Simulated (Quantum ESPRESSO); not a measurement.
A self-consistent single point of InP (F-43m, 2 atoms in the cell) with Quantum ESPRESSO.

Method: PBE, spin-orbit coupling, PseudoDojo fully relativistic norm-conserving (PBE) pseudopotentials (plane waves; Quantum ESPRESSO).

```
InP
1.0
    0.00000     2.93500     2.93500
    2.93500     0.00000     2.93500
    2.93500     2.93500     0.00000
In P
1 1
Cartesian
  0.00000   0.00000   0.00000
  1.46750   1.46750   1.46750
```

Reference input (self-consistent single point, DFT, PBE, plane waves, SSSP 1.1.2 efficiency (PBE) pseudopotentials): ecutwfc = 55 Ry; ecutrho = 440 Ry; occupations = smearing; smearing = fermi-dirac; degauss = 0.00147 Ry; potentials = {In: In.pbe-dn-rrkjus_psl.0.2.2.UPF, P: P.pbe-n-rrkjus_psl.1.0.0.UPF}; K_POINTS = automatic 7 7 7 0 0 0; conv_thr = 1e-10 Ry; mixing_beta = 0.7. This run's input differs from it in these lines:

```diff
@@ -12,4 +12,3 @@
   ntyp = 2
-  ecutwfc = 55
-  ecutrho = 440
+  ecutwfc = 70
   occupations = 'smearing'
@@ -17,2 +16,4 @@
   degauss = 0.00147
+  noncolin = .true.
+  lspinorb = .true.
 /
@@ -23,4 +24,4 @@
 ATOMIC_SPECIES
-In   114.8180  In.pbe-dn-rrkjus_psl.0.2.2.UPF
-P     30.9738  P.pbe-n-rrkjus_psl.1.0.0.UPF
+In   114.8180  In.upf
+P     30.9738  P.upf
 ATOMIC_POSITIONS {crystal}
```

Output (repeated stretches shortened):

```
     Self-consistent Calculation

     iteration #  1     ecut=    70.00 Ry     beta= 0.70

     Threshold (ethr) on eigenvalues was too large:
     Diagonalizing with lowered threshold

     total energy              =    -146.69008006 Ry
     estimated scf accuracy    <       0.10402465 Ry

     iteration #  2     ecut=    70.00 Ry     beta= 0.70

     total energy              =    -146.71795510 Ry
     estimated scf accuracy    <       0.03278553 Ry

     iteration #  3     ecut=    70.00 Ry     beta= 0.70

     total energy              =    -146.72451138 Ry
     estimated scf accuracy    <       0.00049131 Ry

   [... 4 blocks of this kind left out ...]

     iteration #  8     ecut=    70.00 Ry     beta= 0.70

     total energy              =    -146.72460691 Ry
     estimated scf accuracy    <          9.8E-10 Ry

     iteration #  9     ecut=    70.00 Ry     beta= 0.70
     End of self-consistent calculation

     the Fermi energy is     7.4546 ev

!    total energy              =    -146.72460691 Ry
     estimated scf accuracy    <          9.1E-11 Ry
     smearing contrib. (-TS)   =      -0.00000000 Ry
     internal energy E=F+TS    =    -146.72460691 Ry

     convergence has been achieved in   9 iterations

     Forces acting on atoms (cartesian axes, Ry/au):

     atom    1 type  1   force =    -0.00000000   -0.00000000    0.00000000
     atom    2 type  2   force =     0.00000000    0.00000000   -0.00000000

     Total force =     0.000000     Total SCF correction =     0.000000

          total   stress  (Ry/bohr**3)                   (kbar)     P=       30.37
   0.00020644  -0.00000000  -0.00000000           30.37       -0.00       -0.00
   0.00000000   0.00020644   0.00000000            0.00       30.37        0.00
  -0.00000000   0.00000000   0.00020644           -0.00        0.00       30.37

   JOB DONE.
```

The run converged in 9 iterations. Against the reference run the pressure stays at 3.04 GPa and the gap on the mesh goes from 0.691 to 0.658 eV. The full log also holds: “c_bands:  4 eigenvalues not converged”. The full log also holds: “c_bands:  3 eigenvalues not converged”.

The starting cell has typed, rounded lattice constants, without a prior relaxation at this level. With a pressure of about 3 GPa the cell is away from its equilibrium volume at this level.

Cost on one core of a shared machine: roughly 60 s.
